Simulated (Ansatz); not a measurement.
The parent structure is HfO$_{2}$ in the fluorite structure (space group Fm-3m, No. 225; a = 5.0010 Å).

The values are results of LDA/PAW in Ansatz (an electronic-structure program), scalar-relativistic without spin-orbit coupling, not measurements.

For the base:

```
Property                  Result
-------------------  -----------
Band gap                 3.66 eV
Gap character        direct at X
Lattice parameter a      5.001 Å
```

It is then changed as follows: a hydrostatic pressure of 4.5 GPa.

**Question.** What does the calculation give for the band gap, gap character and lattice parameter a after the change?

**Answer.** The band gap increases by 0.04 eV, from 3.66 eV to 3.70 eV; the gap character stays direct at X; the lattice parameter a decreases by 0.026 Å, from 5.001 Å to 4.975 Å.

With Hf present, leaving out spin-orbit coupling can change the band edges. Load acts through the strain it causes; cell and atoms are relaxed under it. Stability against distortions was not tested. This is not the structure that HfO2 has at room temperature and ambient pressure.
